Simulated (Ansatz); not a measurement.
Results of PBE (PAW; Ansatz, a quantum-chemistry and plane-wave program) for Mo2AlN (model structure, started from the MAX type, P6₃/mmc, No. 194, 8 atoms in the cell).

Numerical settings: plane-wave cutoff 520 eV, 24×24×6 k mesh (along the axes of the cell as run), Fermi–Dirac smearing 0.05 eV, no spin polarisation, scalar-relativistic PAW data made under PBE.

Cell (relaxed at this level):

```
AlMo2N
1.0
    2.85602     0.00000     0.00000
   -1.42801     2.47338     0.00000
    0.00000     0.00000    14.59658
Al Mo N
2 4 2
Direct
  0.33333   0.66667   0.75000
  0.66667   0.33333   0.25000
  0.33333   0.66667   0.09559
  0.66667   0.33333   0.59559
  0.66667   0.33333   0.90441
  0.33333   0.66667   0.40441
  0.00000   0.00000   0.00000
  0.00000   0.00000   0.50000
```

Predict the bulk modulus.


- bulk modulus = 223 GPa

Note: the run has no spin polarisation, so it can have missed a magnetic state; the bulk modulus is −V dP/dV from two relaxed cells at ±2 % in volume; the relaxation could raise the start's symmetry but not lower it, so the cell can be a saddle point.

Computing time: roughly 10 core-minutes.

A model structure was made by putting elements into a prototype or built by hand; it is no filed structure, need not be a known phase, and can be a saddle point held by its symmetry.
